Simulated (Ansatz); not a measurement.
An Ansatz (a first-principles code) input (PBE/PAW in Ansatz, scalar-relativistic without spin-orbit coupling):

Ansatz 0.2 input:
```yaml
crystal:
  lattice:
    - [4.6641867116, 0, 0]
    - [-2.3320933558, 4.0393041803, 0]
    - [0, 0, 7.5900787594]
  atoms:
    - { symbol: Mg, position: [0.3333333333, 0.6666666667, 0.9997817711] }
    - { symbol: Mg, position: [0.6666666667, 0.3333333333, 0.4997817711] }
    - { symbol: Te, position: [0.3333333333, 0.6666666667, 0.3762182289] }
    - { symbol: Te, position: [0.6666666667, 0.3333333333, 0.8762182289] }
basis: { ecutwfc: 420, ecutrho_ratio: 4, xc_grid: 2, fft_grid_basis: typed }
kpoints: { mp_grid: { grid: [8, 8, 5] } }
hamiltonian:
  xc: pbe
  dispersion: none
  pseudopotentials: { kind: paw }
scf: { occupations: { method: fermi_dirac, width: 0.05 }, convergence: { dr2_threshold: 0.0000000004 } }
relax: { f_tol: 0.005, max_steps: 50 }
output: { forces: true, stress: true }
checkpoint: { write: state.ck, write_every: 1000 }
```

**Question.** Which symmetry and how many k-points will the program report, and about how many plane waves at Γ?

**Answer.** Space group P63mc (ITA 186) with 12 operations, k-points 30 of 320, and 2803 plane waves at Γ.

**Question.** And the final pressure?

**Answer.** -1.13 GPa (compression positive).

The cells carry an imposed strain or load. No phonon test of stability was made. The cell was made from MgTe in the wurtzite structure (space group P6_3mc, No. 186) by this change: isotropic strain +1.20 %.
